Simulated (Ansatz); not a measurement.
BAs: energy against volume

BAs (zinc blende, F-43m, 13.685 Å³/atom and stress up to 0.01 GPa in the relaxed cell, cube axes along x, y and z) under hydrostatic pressure, with the cell free. r2SCAN in Ansatz, a plane-wave DFT program (PAW, default set), 500 eV, 12×12×12 Γ-centred mesh, Fermi-Dirac smearing 0.05 eV; ions are relaxed, or left where forces stay under 0.02 eV/Å, within the symmetry of each cell.

Here V stands for volume and E for E less E0.

```csv
volume (Å³/atom),E less E0 (meV/atom),pressure (GPa)
13.8862,1.27,-2.00
13.7835,0.31,-1.00
13.6850,0.00,0.00
13.5991,0.24,0.90
13.4884,1.27,2.10
13.2792,5.57,4.51
12.9281,?,?
```

Question: Using the third-order Birch-Murnaghan form, a cubic in V^(-2/3), estimate the missing E at V = 12.9281 from the other rows, showing the fit.

Answer: With u = V^(-2/3) - 0.1754, the rows have u = -0.0023077, -0.0014490, -0.0006153, 0.0001200, 0.0010790, 0.0029277. Least squares gives E = 0.167 + 543.4·u + 443476·u² + 423105·u³. Residuals (row less fit): 0.000, 0.001, 0.000, 0.001, 0.000, 0.000; standard error 0.001 (degrees of freedom: 2). Its minimum lies at u = -0.0006132, so V0 = (0.1747868)^(-3/2) = 13.68. There d²E/du² = 885400 and d³E/du³ = 2539000, so B0 = (4/9) × 13.68^(-7/3) × 885400 × 0.160218 = 141 GPa (the last factor turns the table's units into GPa), and B0' = 4 + (2/3) × 0.1747868 × (2539000)/885400 = 4.3. B0' rests on the cubic coefficient alone and has a standard error of 0.1 from these residuals. At the withheld row, u = 0.0061419, so E = 0.167 + 543.4 × 0.0061419 + 443476 × 0.0061419² + 423105 × 0.0061419³ = 20.332 meV/atom. The calculation gives 20.26 meV/atom, 0.072 meV/atom below the prediction (0.4 % of the range of E in the table). The row lies outside the fitted rows, so this is an extrapolation. The scatter of the fitted rows lies at the last printed digit.

Other structures, which can take over under pressure, weren't tried. The same form fitted to the pressure column gives B0' = 4.1; series where the two differ by over 0.4 aren't shown. Rows are the converged runs of the series near zero and its far end, less any whose ions stayed unrelaxed beside relaxed ones; series whose fitted rows scatter by over a few per cent of the range, as at a crossing or softening among them, aren't shown in this form.
